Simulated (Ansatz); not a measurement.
The starting structures come from a database of crystals and need not be the phases stable at ambient conditions.

 Where the default PAW files enter, the runs use the earlier of Ansatz's two default sets.

By PBEsol, the system below comes out a metal.

Consider the following.

```xyz
8
Lattice="5.7707 0.0000 0.0000 0.0000 6.3493 0.0000 0.0000 1.8756 2.8967" Properties=species:S:1:pos:R:3 pbc="T T T"
Ni     1.7847     4.5566     2.1886
Ni     3.9860     3.6684     0.7081
Ni     4.6701     1.4315     2.1565
Ni     1.1007     6.7934     0.7402
Ge     5.2688     3.7329     2.7219
Ge     0.5019     4.4921     0.1748
Ge     2.3834     2.2552     1.6231
Ge     3.3873     5.9697     1.2736
```

Space group of this cell: Pnma. The cell is taken as given; by PBEsol its mean pressure is -1.7 GPa.

The current flows along the normal of the first two printed cell vectors. No spin-orbit coupling; the value is a mean over 0.1 eV about the Fermi level.

Q: Estimate the ballistic conductance per area that PBEsol in Ansatz (a quantum-chemistry and plane-wave program) returns for this system.

A: 0.60 × 10¹⁵ S/m² for both spins.
